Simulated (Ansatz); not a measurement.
We consider AsP (C2/m, No. 12, 4 atoms in the cell; start mp-1228799), described by r²SCAN (Ansatz, a program for electronic structure, plane waves, PAW).

The input as run:

Ansatz 0.2 input:
```yaml
crystal:
  lattice:
    - [5.2667775728, -1.7784468701, 0.1570139881]
    - [5.2667775728, 1.7784468701, 0.1570139881]
    - [-0.0441107608, 0.0, 4.1613224849]
  atoms:
    - { symbol: P, position: [0.1031590705, 0.1031590705, 0.0415991735] }
    - { symbol: P, position: [0.8968409295, 0.8968409295, 0.9584008265] }
    - { symbol: As, position: [0.382939751, 0.382939751, 0.5795980933] }
    - { symbol: As, position: [0.617060249, 0.617060249, 0.4204019067] }
basis:
  ecutwfc: 560
  ecutrho_ratio: 4
  xc_grid: 3
kpoints:
  mp_grid: { grid: [16, 16, 14] }
hamiltonian:
  xc: r2scan
  dispersion: none
  pseudopotentials: { kind: paw }
scf:
  occupations: { method: fermi_dirac, width: 0.05 }
  convergence: { dr2_threshold: 0.0000000004 }
output:
  forces: true
  stress: true
  eigenvalues: true
```

From the output:

```
Crystal: 4 atoms, lattice volume = 77.980 Å³
Basis set: ecut = 560 eV, 2353 PW (Γ), exchange–correlation on 135×135×108 points (27 copies of the dense FFT grid, shifted against one another)
Bands: 24, of which v1, the nominal top of the filled ones, is band 20 counted from 1 (19 counted from 0)
Symmetry: 4 space group operations
Space group: C2/m (ITA 12), of the structure as read, at distance tolerance 4.3e-5 Å
k-points: 962 of 3584
Functional: x = r2scan, c = r2scan; τ floored in thin density (d = 2e-4 eV/Å³)
SCF iter   1: F=—  HF=-11247.172469 eV  |F-HF|=—  |Δ(HF+E_count)|=         —  Δρ=5.29e-3  dr2=2.77e-2  dr2_τ=1.59e-2
SCF iter   2: F=—  HF=-11247.198542 eV  |F-HF|=—  |Δ(HF+E_count)|=   2.61e-2  Δρ=3.15e-3  dr2=6.98e-3  dr2_τ=1.99e-4
  ...
SCF iter   8: F=—  HF=-11247.198906 eV  |F-HF|=—  |Δ(HF+E_count)|=   1.10e-9  Δρ=8.99e-7  dr2=9.67e-10  dr2_τ=6.12e-11
SCF iter   9: F=-11247.198906 eV  HF=-11247.198906 eV  |F-HF|=9.09e-12  |Δ(HF+E_count)|=  3.46e-10  Δρ=2.17e-7  dr2=7.55e-11  dr2_τ=6.19e-13
SCF 1 converged in 9 iterations: F = -11247.198906 eV  dr2 = 7.55e-11
SCF converged after 9 iterations
Free energy (F): -11247.198906 eV
Internal energy: -11247.196992 eV  (E = F + TS)
E sigma→0 (E₀):  -11247.197949 eV
Fermi energy:    9.589593 eV
--- Forces (eV/Å), atoms counted from 1 ---
  atom   1  P     -0.18788555     0.00000000     0.29928379
  atom   2  P      0.18788555    -0.00000000    -0.29928379
  atom   3  As     0.30135554     0.00000000     0.27509889
  atom   4  As    -0.30135554    -0.00000000    -0.27509889
--- Stress (GPa, compression-positive) ---
        2.075742      -0.000000      -0.135280
       -0.000000       1.776824       0.000000
       -0.135280       0.000000       2.690532
  P = ⅓ Tr σ = 2.1810 GPa (21.810 kbar)
```

The PAW data were made under PBE.

Note: cell and atoms aren't relaxed at this level (largest force component 0.30 eV/Å, pressure 2.2 GPa). Note: the cell has widely spaced layers and the level no dispersion term, so their spacing and the moduli can rest on weak binding.

The result took very roughly 4 core-minutes.

A start named mp-… is a Materials Project structure, which need not be a measured phase.
